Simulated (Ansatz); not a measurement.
# Pressure series in ZnGeP2

Consider ZnGeP2 in the chalcopyrite structure (space group I-42d, No. 122; a = 5.424 Å, c = 10.710 Å).

Cell and atoms are relaxed at each pressure.

Method: PBEsol in Ansatz (plane waves to 420 eV, PAW, spin-orbit coupling left out), earlier PAW set.

Candidates:
(a) pressure −1 GPa
(b) pressure 0.9 GPa
(c) pressure 9 GPa
(d) pressure 30 GPa

Base values:

```
Item       Result
--------  -------
Band gap  1.07 eV
```

Question: Order them by band gap, highest first.

Answer: (a) pressure −1 GPa (1.09 eV), (b) pressure 0.9 GPa (1.05 eV), (c) pressure 9 GPa (0.92 eV), (d) pressure 30 GPa (0.63 eV)

Load acts through the strain it causes; cell and atoms are relaxed under it. No phonon test of stability was made. Competing high-pressure phases were not computed.

Ansatz is a first-principles code.
